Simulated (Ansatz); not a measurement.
# A computed series for ZrC: response to strain

Base system: ZrC in the rock salt structure (space group Fm-3m, No. 225; a = 4.669 Å; relaxed with 0.1 eV smearing). Axes: x, y, z lie along the cube axes.

Strains are applied to the cell and any free atomic positions relax; under biaxial strain the out-of-plane vector relaxes too.

Computed with PBEsol (Ansatz, a quantum-chemistry and plane-wave program; PAW; 420 eV plane waves; spin-orbit coupling left out).

Notes on the quantities. energy relative to the base: free energy F; in-plane stress: mean in-plane stress (compression positive).

```json
[
 {"change": "base", "out-of-plane strain": "–", "shortest interatomic distance": "2.335 Å", "energy relative to the base": "0 meV/atom", "in-plane stress": "–"},
 {"change": "biaxial strain −2.50 %, plane normal [111], relaxed out of plane", "out-of-plane strain": "+1.50 %", "shortest interatomic distance": "2.308 Å", "energy relative to the base": "+26 meV/atom", "in-plane stress": "+13.6 GPa"},
 {"change": "biaxial strain −2.08 %, plane normal [111], relaxed out of plane", "out-of-plane strain": "+1.25 %", "shortest interatomic distance": "2.312 Å", "energy relative to the base": "+18 meV/atom", "in-plane stress": "+11.1 GPa"},
 {"change": "biaxial strain −1.67 %, plane normal [111], relaxed out of plane", "out-of-plane strain": "+1.00 %", "shortest interatomic distance": "2.317 Å", "energy relative to the base": "+11 meV/atom", "in-plane stress": "+8.8 GPa"},
 {"change": "biaxial strain −0.42 %, plane normal [111], relaxed out of plane", "out-of-plane strain": "+0.25 %", "shortest interatomic distance": "2.330 Å", "energy relative to the base": "+0.7 meV/atom", "in-plane stress": "+2.1 GPa"},
 {"change": "biaxial strain +0.42 %, plane normal [111], relaxed out of plane", "out-of-plane strain": "-0.25 %", "shortest interatomic distance": "2.339 Å", "energy relative to the base": "+0.7 meV/atom", "in-plane stress": "-2.1 GPa"},
 {"change": "biaxial strain +1.25 %, plane normal [111], relaxed out of plane", "out-of-plane strain": "___", "shortest interatomic distance": "___", "energy relative to the base": "___", "in-plane stress": "___"},
 {"change": "biaxial strain +1.67 %, plane normal [111], relaxed out of plane", "out-of-plane strain": "-0.99 %", "shortest interatomic distance": "2.353 Å", "energy relative to the base": "+11 meV/atom", "in-plane stress": "-7.8 GPa"},
 {"change": "biaxial strain +2.08 %, plane normal [111], relaxed out of plane", "out-of-plane strain": "-1.23 %", "shortest interatomic distance": "2.358 Å", "energy relative to the base": "+16 meV/atom", "in-plane stress": "-9.6 GPa"},
 {"change": "biaxial strain +2.50 %, plane normal [111], relaxed out of plane", "out-of-plane strain": "-1.49 %", "shortest interatomic distance": "2.362 Å", "energy relative to the base": "+23 meV/atom", "in-plane stress": "-11.4 GPa"}
]
```

Problem. Fill in the withheld entries from the trend.

Solution. 
- biaxial strain +1.25 %, plane normal [111], relaxed out of plane, out-of-plane strain: -0.74 %
- biaxial strain +1.25 %, plane normal [111], relaxed out of plane, shortest interatomic distance: 2.348 Å
- biaxial strain +1.25 %, plane normal [111], relaxed out of plane, energy relative to the base: +6.0 meV/atom
- biaxial strain +1.25 %, plane normal [111], relaxed out of plane, in-plane stress: -6.0 GPa

Stability against distortions was not tested. The final runs are not spin-polarised.
